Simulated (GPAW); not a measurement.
Worked example: self-consistent single point of GaAg3 (Pm-3m, 4 atoms in the cell) in GPAW.

Method: PBEsol, GPAW PAW datasets PBEsol (made by gpaw-setup) (plane waves; GPAW).

```yaml
crystal:
  lattice:
    - [4.02783, 0.00000, 0.00000]
    - [0.00000, 4.02783, 0.00000]
    - [0.00000, 0.00000, 4.02783]
  atoms:
    - { symbol: Ga, position: [0.00000, 0.00000, 0.00000] }
    - { symbol: Ag, position: [0.50000, 0.00000, 0.50000] }
    - { symbol: Ag, position: [0.00000, 0.50000, 0.50000] }
    - { symbol: Ag, position: [0.50000, 0.50000, 0.00000] }
```

Reference input (self-consistent single point, DFT LDA (Perdew-Wang 92), plane waves, GPAW PAW datasets LDA (gpaw-data 1.0.1)): mode = pw; ecut = 600 eV; xc = LDA; kpts = 11 11 11; mesh shift (steps) = 0 0 0; occupations.name = fermi-dirac; occupations.width = 0.05 eV; nbands = -10; convergence.density = 1e-05 e/electron; convergence.energy = 1e-05 eV/electron; symmetry.symmorphic = false; symmetry.tolerance = 0.0005. This run's input differs from it in these lines:

```diff
@@ -15,3 +15,3 @@
 calc = GPAW(mode={'name': 'pw', 'ecut': 600},
-            xc='LDA',
+            xc='PBEsol',
             kpts=(11, 11, 11),
```

Its files differ too (potentials: GPAW PAW datasets PBEsol (made by gpaw-setup)).

Output (repeated stretches shortened):

```
     iter     time        total  log10-change:
                         energy   eigst   dens
iter:   1 --:--:--   -15.131317
iter:   2 --:--:--   -14.797210   -2.18  -1.39
iter:   3 --:--:--   -14.047133   -1.62  -1.42
iter:   4 --:--:--   -13.887689   -3.06  -1.91
iter:   5 --:--:--   -13.855442   -3.01  -1.87
iter:   6 --:--:--   -13.854410   -4.61  -2.42
iter:   7 --:--:--   -13.870437   -4.22  -2.43
iter:   8 --:--:--   -13.846668   -3.70  -2.30
iter:   9 --:--:--   -13.843271   -4.16  -2.84
iter:  10 --:--:--   -13.843269   -6.35  -3.61
iter:  11 --:--:--   -13.843294c  -5.63  -3.62
iter:  12 --:--:--   -13.843263c  -5.74  -3.66
iter:  13 --:--:--   -13.843259c  -8.01c -3.90
iter:  14 --:--:--   -13.843237c  -6.75  -3.93
iter:  15 --:--:--   -13.843240c  -7.48c -4.19
iter:  16 --:--:--   -13.843239c  -8.61c -4.32
iter:  17 --:--:--   -13.843238c  -7.72c -4.37
iter:  18 --:--:--   -13.843240c  -8.16c -4.50
iter:  19 --:--:--   -13.843241c  -8.67c -4.62
iter:  20 --:--:--   -13.843241c  -9.45c -4.80
iter:  21 --:--:--   -13.843242c  -8.86c -4.85
iter:  22 --:--:--   -13.843242c -10.29c -5.13c
Converged after 22 iterations.

Dipole moment: (-0.000006, -0.000006, -0.000006) |e|*Ang

Energy contributions relative to reference atoms: (reference = -486431.338125)

Kinetic:         -0.237910
Potential:       -1.347974
External:        +0.000000
XC:             -12.830357
Entropy (-ST):   -0.010048
Local:           +0.578024
SIC:             +0.000000
--------------------------
Free energy:    -13.848266
Extrapolated:   -13.843242

Showing only first 2 kpts
 Kpt  Band  Eigenvalues  Occupancy
  0    25      8.27615    1.99227
  0    26      8.27615    1.99227
  0    27      8.27615    1.99227
  0    28     10.95405    0.00000

  1    25      7.70461    2.00000
  1    26      8.50466    1.45469
  1    27      8.50466    1.45469
  1    28     11.27297    0.00000

Fermi level: 8.55372

No gap
No difference between direct/indirect transitions
Energy (eV): -13.843242

Forces in eV/Ang:
  0 Ga    0.00000   -0.00000    0.00000
  1 Ag   -0.00000   -0.00000   -0.00000
  2 Ag   -0.00000    0.00000   -0.00000
  3 Ag   -0.00000   -0.00000   -0.00000

Stress tensor:
    -0.001295     0.000000     0.000000
     0.000000    -0.001295     0.000000
     0.000000     0.000000    -0.001295
Stress (GPa, Voigt): [-0.2075 -0.2075 -0.2075  0.      0.      0.    ]
```

The run converged in 22 iterations. GPAW prints stress with tension positive. Against the reference run the pressure goes from -4.11 to 0.21 GPa.

The starting cell comes from a database of computed structures (which also holds hypothetical and non-ambient phases and stackings), without a prior relaxation at this level. Its lattice was rescaled by a random factor within 2.5 % of one.

Cost on one core of a shared machine: roughly 2 min.
